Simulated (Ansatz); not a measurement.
W on the Cu site (W_Cu) in fcc Cu (start: the Cu site; 32-site cell, 6×6×6 shifted sampling), host crystal and elements as references (Δμ(Cu) = 0.00 eV, Δμ(W) = 0.00 eV; W taken from its element, since no compound that bounds it was computed at this level; only phases computed here count, gases as isolated molecules at 0 K). Level of theory: PBE, PAW (plane waves to 420 eV; Ansatz, a program for electronic structure). In charge state 0 (not spin-polarised) the formation energy is 2.04 eV. The crystal has 8.36 × 10^22 Cu sites per cm³.

Task: Estimate the equilibrium concentration at 900 K in the dilute limit, leaving out vibrational entropy and degeneracy.

Result: kT = 0.0776 eV; c = N exp(−E_f / kT) = 8.36 × 10^22 × exp(−26.3) ≈ 3 × 10^11 cm^-3. An error of 0.2 eV in E_f moves this by a factor of 13.
